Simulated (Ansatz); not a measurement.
We consider ZnIn2O4 (model structure, started from the spinel type, Fd-3m, No. 227, 14 atoms in the cell), described by HSE06 (Ansatz, a program for electronic structure, PAW).

Run with plane-wave cutoff 460 eV, 4×4×4 k mesh, Fermi–Dirac smearing 0.01 eV, scalar-relativistic PAW data made under PBE.

Cell (relaxed with PBEsol):

```
CELL_PARAMETERS angstrom
      0.00000     4.46076     4.46076
      4.46076     0.00000     4.46076
      4.46076     4.46076     0.00000
ATOMIC_POSITIONS crystal
  In 0.62500 0.62500 0.62500
  In 0.12500 0.62500 0.62500
  In 0.62500 0.12500 0.62500
  In 0.62500 0.62500 0.12500
  Zn 0.25000 0.25000 0.25000
  Zn 0.00000 0.00000 0.00000
  O  0.86935 0.86935 0.86935
  O  0.39194 0.86935 0.86935
  O  0.86935 0.39194 0.86935
  O  0.86935 0.86935 0.39194
  O  0.38065 0.38065 0.38065
  O  0.85806 0.38065 0.38065
  O  0.38065 0.85806 0.38065
  O  0.38065 0.38065 0.85806
```

**Question.** Give the computed band gap and smallest direct gap on the k points sampled.

**Answer.** 
- band gap: 2.95 eV (on the SCF k mesh)
- smallest direct gap on the k points sampled: 2.97 eV

Note: the relaxation could raise the start's symmetry but not lower it, so the cell can be a saddle point; cell and atoms aren't relaxed at this level (largest force component 0.18 eV/Å, pressure -0.4 GPa).

Spin–orbit coupling is not included.

Computed values are for the static lattice.

Computing time: very roughly 4 core-minutes.

A model structure was made by putting elements into a prototype or built by hand; it is no filed structure, need not be a known phase, and can be a saddle point held by its symmetry.
